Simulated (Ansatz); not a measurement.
Start from BP in the zinc blende structure (space group F-43m, No. 216; a = 4.520 Å).

All numbers come from DFT with PBEsol, PAW potentials and a 420 eV plane-wave cutoff in Ansatz (an electronic-structure program), scalar-relativistic without spin-orbit coupling.

Base values:

Band gap: 1.11 eV
Pressure: -0.01 GPa
Hole mass: 0.25, 0.25, 0.34 mₑ (at Γ)
Smallest direct gap: 3.38 eV

Perturbation: every lattice vector is shortened by 3.00 %, atoms relaxed at fixed cell.

### Question
How does this affect the energy relative to the base?

### Answer
The energy rises by 54 meV/atom.

### Question
Predict the new band gap.

### Answer
The band gap decreases by 0.13 eV to 0.98 eV.

### Question
How does this affect the pressure?

### Answer
The pressure increases by 18.38 GPa to 18.37 GPa.

### Question
How does this affect the hole mass?

### Answer
The hole mass (degenerate bands, along [100]) changes from 0.25, 0.25, 0.34 mₑ (at Γ) to 0.24, 0.24, 0.39 mₑ (at Γ).

### Question
What does the calculation give for the smallest direct gap after the change?

### Answer
The smallest direct gap rises by 0.16 eV, from 3.38 eV to 3.54 eV.

The cells carry an imposed strain or load. Effective masses come from finite differences of ±0.01 Å⁻¹. No phonon test of stability was made.
